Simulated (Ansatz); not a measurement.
**Cost against accuracy: kpoints.mp_grid.grid for Sc2Co (I4/mcm, 6 atoms in the cell)**

```xyz
6
Lattice="-3.1413 3.1413 2.8137 3.1413 -3.1413 2.8137 3.1413 3.1413 -2.8137" Properties=species:S:1:pos:R:3 pbc="T T T"
Sc     2.0204    -1.1209     2.8137
Sc     1.1209     4.2622     0.0000
Sc     1.1209     2.0204     2.8137
Sc     2.0204     1.1209     0.0000
Co     0.0000     0.0000     4.2206
Co     0.0000     0.0000     1.4069
```

Computed with PBEsol, harder PAW files (source: ansatz) made with PBE (plane waves; Ansatz, a program for electronic structure).

Base settings: basis.ecutwfc = 900 eV; kpoints.mp_grid.grid = 6 6 6; hamiltonian.xc = pbesol; hamiltonian.pseudopotentials = {kind: paw, source: ansatz}; scf.occupations.method = fermi_dirac; scf.occupations.width = 0.1 eV.

Misses are taken against the tightest run, 15 15 15, which need not be fully converged itself. The energy is the free energy per atom.

The count of work is k-points × plane waves × bands × iterations; it is no time, and leaves out set-up, grids and terms that scale otherwise. Core times come from one kind of shared machine and are given to one figure; runs under 30 s give none.

The starting cell comes from a database of computed structures (which also holds hypothetical and non-ambient phases and stackings), without a prior relaxation at this level. Spin polarisation is off. In the base run, with a pressure of about -3 GPa the cell is away from its equilibrium volume at this level. Ansatz's pressure includes its estimate of the finite-basis (Pulay) stress.

| kpoints.mp_grid.grid | energy less reference (meV/atom) | pressure less reference (GPa) | largest difference in the force on any atom (eV/Å) | count of work / reference | core time / reference (rough) |
|---|---|---|---|---|---|
| 1 1 1 | 714.01 | -2.66 | 2.094 | 0.0048 | – |
| 2 2 2 | 32.40 | 0.44 | 0.153 | 0.014 | – |
| 3 3 3 | 0.12 | -0.11 | 0.007 | 0.021 | – |
| 4 4 4 | -0.25 | -0.02 | 0.008 | 0.045 | – |
| 5 5 5 | -0.24 | -0.02 | 0.004 | 0.062 | – |
| 6 6 6 | -0.01 | 0.00 | 0.002 | 0.10 | – |
| 8 8 8 | -0.01 | 0.00 | 0.000 | 0.20 | 0.2 |
| 9 9 9 | 0.02 | 0.00 | 0.000 | 0.26 | 0.3 |
| 10 10 10 | 0.01 | 0.00 | 0.000 | 0.35 | 0.3 |
| 12 12 12 | 0.00 | 0.00 | 0.000 | 0.57 | 0.7 |
| 15 15 15 | 0.00 | 0.00 | 0.000 | 1.0 | 1 |

Coarsest setting among those run that, with all tighter ones, holds the energy within 5 meV/atom of the reference: 3 3 3, off by 0.12 meV/atom; it needs 0.021 of the reference's count of work.

The step from 2 2 2 to 4 4 4: it takes the miss in the energy from 32 to 0.25 meV/atom, for 3.2 times the count of work.

Keys are those of Ansatz 0.2.
